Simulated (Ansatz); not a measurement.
Base system: YFe2 in the cubic Laves (MgCu2 type) structure (space group Fd-3m, No. 227; a = 7.122 Å; ferromagnetic; a cell from a computed database, its experimental status unchecked). Axes: x, y, z lie along the cube axes.

The values are results of PBEsol in Ansatz (plane waves to 420 eV, PAW, spin-orbit coupling left out), not measurements.

Base values:

```
Property                    Result
-------------------  -------------
Largest site moment        1.71 μB
Magnetic state       ferromagnetic
```

The change: the cell is stretched by 2.96 % along z with no lateral relaxation; the atoms relax in the strained cell.

Problem. Predict the new largest site moment and magnetic state.

Solution. The largest site moment increases by 0.097 μB (1.71 μB → 1.80 μB); the magnetic state stays ferromagnetic.

Other magnetic orders, which the real material may have, were not ruled out. No phonon test of stability was made.

Ansatz is a quantum-chemistry and plane-wave program.
